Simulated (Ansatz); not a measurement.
CsCl-type CoAl was calculated with PBE-D3(BJ) in Ansatz (PAW).

Settings: plane-wave cutoff 520 eV, 20×20×20 k mesh, Fermi–Dirac smearing 0.05 eV, no spin polarisation, scalar-relativistic PAW data made under PBE.

Results at a series of volumes:

| V (Å³/atom) | E − E_lowest (meV/atom) | P (GPa) |
|---|---|---|
| 10.533 | 27.21 | 13.70 |
| 10.757 | 11.66 | 8.64 |
| 10.981 | 2.81 | 4.09 |
| 11.205 | 0.00 | 0.00 |
| 11.429 | 2.62 | -3.68 |
| 11.653 | 10.13 | -7.00 |
| 11.877 | 22.04 | -9.98 |

Problem. What bulk modulus B0 and pressure derivative B′ does a third-order Birch–Murnaghan fit give?

Solution. V0 = 11.205 Å³/atom, B0 = 194 GPa, B′ = 4.3 (fit to the energies at full precision).

Measured, for comparison: bulk modulus 162 GPa, equilibrium volume per atom 11.71 Å³/atom (room temperature, no zero-point or thermal correction; as tabulated in Yamada et al. (2019), arXiv:1910.09660). Computed (rounded) less measured: bulk modulus +20 %, equilibrium volume per atom -4.3 %.

Static lattice: no zero-point or thermal effects.

Ansatz is a program for electronic structure.
